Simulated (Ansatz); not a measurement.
The parent structure is PbS in the rock salt structure (space group Fm-3m, No. 225; a = 6.0091 Å).

(Cell as relaxed with PBE.)

Levels (all Ansatz, a quantum-chemistry and plane-wave program, PAW): PBE (420 eV, no spin-orbit coupling); PBEsol (420 eV, no SOC).

Each level relaxes its own structure.

```tsv
base	PBE	PBEsol
volume per atom	27.12 Å³	25.71 Å³
lattice parameter a	600.9 pm	590.3 pm
band gap	0.49 eV	0.19 eV
```

One thing is altered: a negative pressure, −2 GPa.

```
quantity                            PBE      PBEsol
-----------------------------  --------  ----------
shortest interatomic distance  304.6 pm  (withheld)
band gap                        0.62 eV  (withheld)
```

Question: What does PBEsol give?

Answer: 
- shortest interatomic distance, PBEsol: 298.7 pm
- band gap, PBEsol: 0.33 eV

PBE's shortest interatomic distance lies 5.9 pm above PBEsol's (2.0 %); PBE's band gap lies 0.29 eV above PBEsol's. Neither level is exact; PBEsol is the comparison here, not a measurement.

With Pb present, leaving out spin-orbit coupling can change the band edges. Load acts through the strain it causes; cell and atoms are relaxed under it. Whether these cells are dynamically stable was not tested. The base started in Pnma and relaxed to Fm-3m at this level. The zero or small gap of PbS can change with the level of theory.
